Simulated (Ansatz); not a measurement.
## Response to strain in ZnO

The reference is ZnO in the wurtzite structure (space group P6_3mc, No. 186; a = 3.279 Å, c = 5.294 Å). Axes: x lies along a and z along c of the hexagonal cell.

Strains are applied to the cell and any free atomic positions relax; under biaxial strain the out-of-plane vector relaxes too.

All numbers come from PBE in Ansatz (plane waves to 420 eV, PAW, no spin-orbit coupling).

Notes on the quantities. pressure: mean of the normal stresses, compression positive.

| change | shortest interatomic distance | band gap | pressure | width of the top valence band |
|---|---|---|---|---|
| base | 1.999 Å | 0.74 eV | 0.00 GPa | 1.71 eV |
| biaxial strain −3.00 %, plane normal [001], relaxed out of plane | 1.978 Å | 0.69 eV | 4.39 GPa | 1.79 eV |
| biaxial strain −2.40 %, plane normal [001], relaxed out of plane | 1.981 Å | 0.71 eV | 3.49 GPa | 1.76 eV |
| biaxial strain −1.80 %, plane normal [001], relaxed out of plane | 1.985 Å | 0.72 eV | 2.60 GPa | 1.77 eV |
| biaxial strain −1.20 %, plane normal [001], relaxed out of plane | 1.990 Å | 0.73 eV | 1.72 GPa | 1.75 eV |
| biaxial strain −0.60 %, plane normal [001], relaxed out of plane | 1.994 Å | 0.74 eV | 0.85 GPa | 1.74 eV |

Whether these cells are dynamically stable was not tested.

Ansatz is a program for electronic structure.
